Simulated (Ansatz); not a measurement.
**Input and output of a self-consistent single point for a (110) slab of Ta (cut from a parent of space group no. 229; 6 atoms in the cell) (Ansatz, a quantum-chemistry and plane-wave program)**

Level of theory: PBEsol, default PAW files made with PBE (plane waves; Ansatz).

The input file:

Ansatz 0.2 input:
```yaml
crystal:
  lattice:
    - [3.39161400, 0.00000000, 0.00000000]
    - [0.00000000, 4.79646600, 0.00000000]
    - [0.00000000, 0.00000000, 16.68080000]
  atoms:
    - { symbol: Ta, position: [0.00000000, 0.75000000, 0.35969500] }
    - { symbol: Ta, position: [0.50000000, 0.25000000, 0.35969500] }
    - { symbol: Ta, position: [0.00000000, 0.25000000, 0.50000000] }
    - { symbol: Ta, position: [0.50000000, 0.75000000, 0.50000000] }
    - { symbol: Ta, position: [0.00000000, 0.75000000, 0.64030500] }
    - { symbol: Ta, position: [0.50000000, 0.25000000, 0.64030500] }
basis:
  ecutwfc: 420.0
kpoints:
  mp_grid:
    grid: [8, 6, 1]
hamiltonian:
  xc: pbesol
  pseudopotentials:
    kind: paw
efield:
  axis: 3
  dipole_correction: true
scf:
  occupations:
    method: gaussian
    width: 0.1
output:
  forces: true
  eigenvalues: true
```

Log, with long lists cut:

```
Pseudopotentials: kind: paw
Pseudopotential: Ta, paw, valence charge 13
Crystal: 6 atoms, lattice volume = 271.359 Å³
Basis set: ecut = 420 eV, 5301 PW (Γ), exchange–correlation on 48×72×240 points (8 copies of the dense FFT grid, shifted against one another)
Bands: 47, of which v1, the nominal top of the filled ones, is band 39 counted from 1 (38 counted from 0)
Symmetry: 8 space group operations
k-points: 20 of 48
PAW frozen core: Ta, regenerated for the run's functional, and the local potential with it
Initial density: superposition of atomic densities (neutral atoms: chi_scale 0, normalization atom), corrected by the library's trained network
Initial wavefunctions: pseudopotential atomic-orbital guess
Eigensolver: davidson
Functional: x = pbesol(κ = 0.804, μ = 0.12345679012345678), c = pbesol(β = 0.046)
SCF iter   1: F=—  HF=-58832.940962 eV  |F-HF|=—  |Δ(HF+E_count)|=         —  Δρ=3.78e-3  dr2=1.76e-1  ethr=1.77e-3  p=0.000 e·Å  D=1.90e-13 V/Å  ΔV_dip=-0.00 eV  dr2_dipole=2.72e-6  V_vac-E_F(+/−)=4.98/4.98 eV  ⟨swp⟩=9.0  Hψ=4440  notcnv=0
all-band conjugate gradients solve this SCF's bands
efield: sawtooth ramp at fractional position 0.9500 (placed from the atoms, in the widest stretch of the axis that holds none …
preconditioner: auto → LDOS
SCF iter   2: F=—  HF=-58832.930750 eV  |F-HF|=—  |Δ(HF+E_count)|=   1.02e-2  Δρ=1.34e-3  dr2=6.31e-3  ethr=2.26e-4  p=0.000 e·Å  D=4.92e-5 V/Å  ΔV_dip=-0.00 eV  dr2_dipole=3.00e-6  V_vac-E_F(+/−)=4.84/4.84 eV  ⟨swp⟩=2.1  Hψ=1404  notcnv=0  defer=10
SCF iter   3: F=—  HF=-58832.930973 eV  |F-HF|=—  |Δ(HF+E_count)|=   2.23e-4  Δρ=3.63e-4  dr2=1.17e-3  ethr=8.09e-6  p=0.000 e·Å  D=4.84e-6 V/Å  ΔV_dip=-0.00 eV  dr2_dipole=7.42e-9  V_vac-E_F(+/−)=4.86/4.86 eV  ⟨swp⟩=3.2  Hψ=1713  notcnv=0  defer=10
SCF iter   4: F=—  HF=-58832.930948 eV  |F-HF|=—  |Δ(HF+E_count)|=   2.48e-5  Δρ=1.30e-4  dr2=4.59e-5  ethr=1.49e-6  p=-0.000 e·Å  D=-1.86e-7 V/Å  ΔV_dip=0.00 eV  dr2_dipole=8.07e-9  V_vac-E_F(+/−)=4.86/4.86 eV  ⟨swp⟩=2.1  Hψ=1458  notcnv=0  defer=10
SCF iter   5: F=—  HF=-58832.931056 eV  |F-HF|=—  |Δ(HF+E_count)|=   1.07e-4  Δρ=3.82e-5  dr2=4.74e-6  ethr=5.88e-8  p=-0.000 e·Å  D=-1.27e-7 V/Å  ΔV_dip=0.00 eV  dr2_dipole=1.35e-9  V_vac-E_F(+/−)=4.86/4.86 eV  ⟨swp⟩=2.1  Hψ=1548  notcnv=0  defer=10
SCF iter   6: F=—  HF=-58832.931057 eV  |F-HF|=—  |Δ(HF+E_count)|=   1.38e-6  Δρ=8.23e-6  dr2=4.18e-7  ethr=6.08e-9  p=0.000 e·Å  D=1.11e-7 V/Å  ΔV_dip=-0.00 eV  dr2_dipole=4.58e-11  V_vac-E_F(+/−)=4.86/4.86 eV  ⟨swp⟩=2.2  Hψ=1269  notcnv=0  defer=10
SCF iter   7: F=-58832.931057 eV  HF=-58832.931057 eV  |F-HF|=1.67e-8  |Δ(HF+E_count)|=   1.27e-7  Δρ=2.15e-6  dr2=1.44e-8  ethr=1.28e-10  p=0.000 e·Å  D=7.29e-8 V/Å  ΔV_dip=-0.00 eV  dr2_dipole=3.28e-12  V_vac-E_F(+/−)=4.86/4.86 eV  ⟨swp⟩=19.6  [...]
the search or the solves at the SCF's close seem to have found levels that the self-consistency loop had missed (the run counts 1) …
WARN: efield: at this solve's end the planar-averaged density reaches 1.24e-4 e/Å³ inside the ramp window [0.8901, 0.1099] (bound 1e-5 e/Å³) …
SCF 1 converged in 7 iterations: F = -58832.931057 eV  dr2 = 1.44e-8
SCF converged after 7 iterations
Free energy (F): -58832.931057 eV
Harris-Foulkes:  -58832.931057 eV  (|F-HF|=1.67e-8)
Internal energy: -58832.884483 eV  (E = F + TS)
E sigma→0 (E₀):  -58832.907770 eV
Entropy (-TS):   -0.046574 eV (-7.762 meV/atom)
Fermi energy:    4.779280 eV
Dipole field:    D = -0.000002 V/Å  (p = -0.000003 e·Å, saw-weighted, corrected)
Work function:   Φ+ = withheld (plateau slope 1.1e-2 eV/Å)   Φ− = withheld (plateau slope 1.1e-2 eV/Å)
Levels:          The Fermi level and band energies are counted from a zero that moves with the ramp; work functions are not
Vacuum region:   at the solve's end the planar-averaged density reaches 1.24e-4 e/Å³ inside the ramp window [0.8901, 0.1099] (bound 1e-5 e/Å³)
--- Per-component energies (eV) ---
  E_band       = -1719.789489
  E_kinetic    = 2170.149494
  E_local      = -36623.015695  (includes V_loc(G=0)·N_el)
  E_nonlocal   = 101.622364
  E_hartree    = 17260.862483
  E_xc         = -1287.902090
  E_vxc        = -1204.586338  (∫ρ·V_xc dr)
  E_paw        = -49631.426746  (= ΣΔE_a)
  E_vpaw       = -685.696700  (= ΣTr[D̂ρ^β])
  E_aug_tail   = 0.000811  (compensation charges beyond the density's cutoff)
  E_efield     = 0.000000  (sawtooth field / dipole correction)
  E_vefield    = 0.000000  (∫n·V_field dr)
  E_ewald      = 9175.543017
  E_core_change = 1.281879  (= ΣΔE_core)
  E_smearing   = -0.046574  (= −TS)
  E_closure    = -0.000000  (closes the sum)
  Σ components = -58832.931057   (vs F -58832.931057, Δ=0.00e0)
--- Forces (eV/Å), atoms counted from 1 ---
  atom   1  Ta    -0.00000000     0.00000000     1.12438829
  atom   2  Ta     0.00000000     0.00000000     1.12438829
  atom   3  Ta     0.00000000    -0.00000000     0.00000442
  atom   4  Ta     0.00000000     0.00000000     0.00000442
  atom   5  Ta     0.00000000     0.00000000    -1.12439322
  atom   6  Ta     0.00000000     0.00000000    -1.12439322
  max |Σ_I F_I| component: 1.02e-6 eV/Å
--- Band table (eV; the first three rows and the last of 20) ---
  k-point 0: bands = ["-62.8889", "-62.8851", "-62.8168", "-62.8146", "-62.5692", "-62.4993", "-29.7059", "-29.6932", "-29.6581", "-29.4825", "-29.4748", "-29.4300", "-29.4119", "-29.3722", "-29.3509", "-29.0999", "-29.0547", "-29.0215", "-28.8914", [...]
  k-point 1: bands = ["-62.8841", "-62.8804", "-62.8216", "-62.8194", "-62.5646", "-62.5040", "-29.6791", "-29.6529", "-29.6124", "-29.4874", "-29.4753", "-29.4086", "-29.3939", "-29.3516", "-29.3331", "-29.1227", "-29.0766", "-29.0015", "-28.9574", [...]
  k-point 2: bands = ["-62.8709", "-62.8676", "-62.8349", "-62.8323", "-62.5519", "-62.5169", "-29.6404", "-29.5418", "-29.5085", "-29.4660", "-29.4558", "-29.3984", "-29.3495", "-29.2948", "-29.2266", "-29.1845", "-29.1361", "-29.1012", "-29.0954", [...]
  k-point 19: bands = ["-62.8449", "-62.8449", "-62.8449", "-62.8449", "-62.5323", "-62.5323", "-29.7152", "-29.7152", "-29.6334", "-29.6334", "-29.6328", "-29.6328", "-29.4029", "-29.4029", "-29.1838", "-29.1838", "-29.0851", "-29.0851", [...]
```

The run converged in 7 iterations.

The starting cell comes from a database of computed structures (which also holds hypothetical and non-ambient phases and stackings), without a prior relaxation at this level. The slab is cut from that crystal, and its faces are unrelaxed. Its lattice was rescaled in the plane by a random factor within 2.5 % of one. Spin-orbit coupling is off. Spin polarisation is off. Forces in this geometry exceed 1 eV/Å.

Cost on one core of a shared machine: roughly 30 s.
